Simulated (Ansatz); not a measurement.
Here is the system:

End structure of a constructed model of the (111)A surface of zinc-blende ZnSe, Zn-terminated, 2x2 Al adatom at H3 (bottom of the slab: 2 H on 4 bottom sites):

```
CELL_PARAMETERS angstrom
      8.10981     0.00000     0.00000
     -4.05491     7.02331     0.00000
      0.00000     0.00000    29.50000
ATOMIC_POSITIONS crystal
  Se 0.99853 0.00181 0.33623
  Se 0.50168 0.99832 0.32036
  Se 0.00162 0.49838 0.32051
  Se 0.49819 0.50147 0.33623
  Zn 0.34901 0.15099 0.35642
  Zn 0.81457 0.18510 0.35587
  Zn 0.31490 0.68543 0.35587
  Zn 0.84848 0.65152 0.35603
  Se 0.33333 0.16667 0.44021
  Se 0.83333 0.16667 0.44021
  Se 0.33333 0.66667 0.44021
  Se 0.83333 0.66667 0.44021
  Zn 0.16667 0.33333 0.46827
  Zn 0.66667 0.33333 0.46827
  Zn 0.16667 0.83333 0.46827
  Zn 0.66667 0.83333 0.46827
  Se 0.16924 0.33076 0.55138
  Se 0.66522 0.32873 0.55287
  Se 0.17127 0.83478 0.55287
  Se 0.66382 0.83618 0.55276
  Zn 0.99904 0.99771 0.57910
  Zn 0.49949 0.00051 0.58643
  Zn 0.00267 0.49733 0.57775
  Zn 0.50229 0.50096 0.57910
  Se 0.98737 0.00079 0.66281
  Se 0.49289 0.00711 0.67500
  Se 0.00603 0.49397 0.66138
  Se 0.49921 0.51263 0.66281
  Zn 0.31840 0.18160 0.69299
  Zn 0.82207 0.16787 0.70702
  Zn 0.33213 0.67793 0.70702
  Zn 0.83861 0.66139 0.66911
  H  0.00467 0.99478 0.28614
  H  0.50522 0.49533 0.28614
  Al 0.14238 0.35762 0.74405
```

Slab: 35 atoms, 13.3 Å thick at the start with caps and adatoms (thin: gaps and levels are the slab's own); k 3x3x1, smearing 0.025 eV, dipole-corrected; 8 atoms held, the rest relaxed; symmetry of the start imposed; spin-polarised, ending with about 1.0 μB a cell; orders that need a larger cell were not tried, no spin-orbit, no U. In PBE it lies 0.02 eV a 1x1 cell over the lowest computed structure of the same composition (2x2 Al adatom at T4).

Problem. Give the highest filled level below the top vacuum level at the level Ansatz (an electronic-structure program) with PBE.

Solution. 4.07 eV

Problem. Give the gap of the slab on its k-mesh at the level PBE.

Solution. 0.23 eV
